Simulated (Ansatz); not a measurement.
The starting structures come from a database of crystals and need not be the phases stable at ambient conditions.

 Where the default PAW files enter, the runs use the earlier of Ansatz's two default sets.

Inside the gap of an insulator the Bloch states are evanescent, with a wavenumber k + iκ along the transport direction.

```
CELL_PARAMETERS angstrom
      4.95931     0.00000     0.00000
      0.00000     5.43052     0.00000
      2.47965     0.00000     4.29489
ATOMIC_POSITIONS crystal
  Si 0.50000 0.66667 0.00000
  Si 0.00000 0.00000 0.50000
  Si 0.50000 0.33333 0.50000
  O  0.20861 0.16667 0.58279
  O  0.41721 0.50000 0.79139
  O  0.20861 0.83333 0.20861
  O  0.79139 0.16667 0.41721
  O  0.58279 0.50000 0.20861
  O  0.79139 0.83333 0.79139
```

Space group of this cell: P6_422. The cell is strained (all lengths scaled by 0.98); by r2SCAN its mean pressure is 13.2 GPa.

Transport runs along the normal of the first two printed cell vectors, the (100) plane of the conventional cell.

The gap is the functional's own, uncorrected, and κ follows it; spin-orbit coupling is left out. Mid-gap values are interpolated between the computed energies.

Problem. State the band gap and the smallest decay constant κ at mid-gap according to Ansatz (a quantum-chemistry and plane-wave program) with r2SCAN.

Solution. Gap 6.58 eV on a 8×6×8 mesh; κ = 0.542 1/Å, at the zone centre.
